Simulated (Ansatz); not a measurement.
**Te (space group P3_121, No. 152; made of chains)**

```xyz
3
Lattice="4.6235 0.0000 0.0000 -2.3118 4.0041 0.0000 0.0000 0.0000 5.9044" Properties=species:S:1:pos:R:3 pbc="T T T"
Te     1.1718     0.0000     1.9681
Te    -0.5859     1.0148     3.9362
Te     1.7259     2.9893     0.0000
```

The values are results of Kohn–Sham DFT with the r2SCAN functional, run in Ansatz (a program for electronic structure) with PAW and 500 eV plane waves, spin-orbit coupling left out, earlier PAW set, not measurements. Settings: 8×8×6 k-points, 0.05 eV Fermi–Dirac smearing.

```json
{
 "volume_per_atom": "36.44 Å³",
 "density": "5.82 g/cm³",
 "band_gap": "0.54 eV, indirect, L–H (80 % along) → H",
 "electron_mass": "0.088 mₑ along c, 0.11 mₑ across",
 "total_energy": "-6994.904 eV/atom (σ→0; compares only within this code and set-up)"
}
```

Spin-orbit coupling, missing from the scalar runs, can matter with Te. Effective masses come from finite differences of ±0.01 Å⁻¹. Whether these cells are dynamically stable was not tested. No dispersion term is included, though the crystal is made of layers, chains or molecules, so its spacings can come out too wide.
